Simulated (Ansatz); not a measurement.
## AlV2C: pressure series

The reference is AlV2C (space group P6_3/mmc, No. 194; a = 2.878 Å, c = 13.025 Å).

Cell and atoms are relaxed at each pressure.

The values are results of PBEsol, PAW, 420 eV (Ansatz, a program for electronic structure; scalar-relativistic without spin-orbit coupling), not measurements.

Notes on the quantities. enthalpy: H = E + PV relative to the base's energy.

```csv
variant,enthalpy,shortest interatomic distance
base,–,1.998 Å
pressure −2 GPa,-0.15 eV/atom,2.003 Å
pressure −1 GPa,-0.07 eV/atom,2.001 Å
pressure 3 GPa,+0.22 eV/atom,1.992 Å
pressure 7 GPa,+0.50 eV/atom,1.984 Å
pressure 15 GPa,+1.05 eV/atom,1.968 Å
pressure 30 GPa,+2.04 eV/atom,1.944 Å
pressure 50 GPa,+3.29 eV/atom,1.917 Å
pressure 75 GPa,+4.76 eV/atom,1.890 Å
pressure 100 GPa,+6.16 eV/atom,1.867 Å
```

Load acts through the strain it causes; cell and atoms are relaxed under it. Stability against distortions was not tested. Competing high-pressure phases were not computed. Starting moments died away, wholly or in part, for the base; another magnetic solution may exist. All final runs are without spin polarisation.
